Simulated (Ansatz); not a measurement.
The reference is MgTe in the zinc blende structure (space group F-43m, No. 216).

```
MgTe
1.0
    0.00000     3.25469     3.25469
    3.25469     0.00000     3.25469
    3.25469     3.25469     0.00000
Mg Te
1 1
Cartesian
  0.00000   0.00000   0.00000
  1.62734   1.62734   1.62734
```

Computed with PBE, PAW, 420 eV (Ansatz, a program for electronic structure; no SOC).

One change was made to it. Results:

| quantity | base | after |
|---|---|---|
| band gap | 2.33 eV | 2.23 eV |
| gap character | direct at Γ | indirect, Γ → X |
| volume per atom | 34.48 Å³ | 24.69 Å³ |

Problem. Which of these changes matches the shifts?
(A) pressure −1 GPa
(B) pressure 2.1 GPa
(C) pressure 4.5 GPa
(D) pressure −2 GPa
(E) pressure 22.5 GPa

Solution. E, pressure 22.5 GPa. For comparison, the volume per atom in the other runs: pressure 2.1 GPa gives 32.62 Å³; pressure 4.5 GPa gives 31.00 Å³; pressure −2 GPa gives 36.87 Å³; pressure −1 GPa gives 35.58 Å³.

Spin-orbit coupling, missing from the scalar runs, can matter with Te. Load acts through the strain it causes; cell and atoms are relaxed under it. Whether these cells are dynamically stable was not tested. Tetrahedral semiconductors of this kind turn to denser phases somewhere between about 1 and 50 GPa; those were not computed, so compressed cells here can lie past the real transition.
